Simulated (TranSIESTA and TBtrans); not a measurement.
**Ag chain with one O atom inserted**

System: Ag chain with one O atom inserted. Leads: straight Ag chain, spacing 2.809 Å. Geometry: 3 atoms about the centre moved by SIESTA (PBE, DZP) to a largest force of 0.02 eV/Å, all others as built, motion along the axis alone.

Method: TranSIESTA and TBtrans, PBE, DZP numerical orbitals (energy shift 0.15 eV), PseudoDojo norm-conserving scalar-relativistic potentials, mesh cutoff 200 Ry, 300 K, spin-polarised (collinear), no spin-orbit coupling; self-consistent non-equilibrium Green functions.

| Item | Result |
|---|---|
| Conductance at 300 K (G0 = 2e²/h) | 0.26 |
| Thermopower (μV/K) | 4.8 |
| Mean T from −0.5 to 0.5 eV | 0.25 |
| Spin polarisation of the conductance, (up − down)/(up + down) | -0.21 |

Energies count from the leads' Fermi level. Transmissions are for each spin. The energy step is 0.01 eV; narrower resonances are cut or missed.

```tsv
E (eV)	T up	T down	lead channels up	down
-2.00	2.75	1.91	band edge	band edge
-1.90	2.88	2.49	3	3
-1.80	2.36	2.49	3	3
-1.70	1.05	1.12	band edge	band edge
-1.60	0.24	0.38	1	1
-1.50	0	0	0	0
-1.40	0	0	0	0
-1.30	0	0	0	0
-1.20	0	0	0	0
-1.10	0	0	0	0
-1.00	0	0	0	0
-0.90	0.44	0.16	1	1
-0.80	0.19	0.99	1	1
-0.70	0.15	0.51	1	1
-0.60	0.16	0.34	1	1
-0.50	0.19	0.31	1	1
-0.40	0.22	0.32	1	1
-0.30	0.23	0.33	1	1
-0.20	0.23	0.34	1	1
-0.10	0.22	0.33	1	1
0.00	0.21	0.31	1	1
0.10	0.19	0.29	1	1
0.20	0.17	0.27	1	1
0.30	0.16	0.25	1	1
0.40	0.15	0.24	1	1
0.50	0.14	0.22	1	1
0.60	0.14	0.21	1	1
0.70	0.13	0.20	1	1
0.80	0.13	0.19	1	1
0.90	0.13	0.18	1	1
1.00	0.13	0.18	1	1
1.10	0.13	0.17	1	1
1.20	0.13	0.17	1	1
1.30	0.13	0.17	1	1
1.40	0.13	0.17	1	1
1.50	0.13	0.16	1	1
1.60	0.13	0.16	1	1
1.70	0.13	0.16	1	1
1.80	0.13	0.16	1	1
1.90	0.13	0.16	1	1
2.00	0.13	0.16	1	1
```

Moments were seeded on the central atoms alone, and one start was tried. The straight chain is held at its spacing; free chains may zigzag or dimerise.
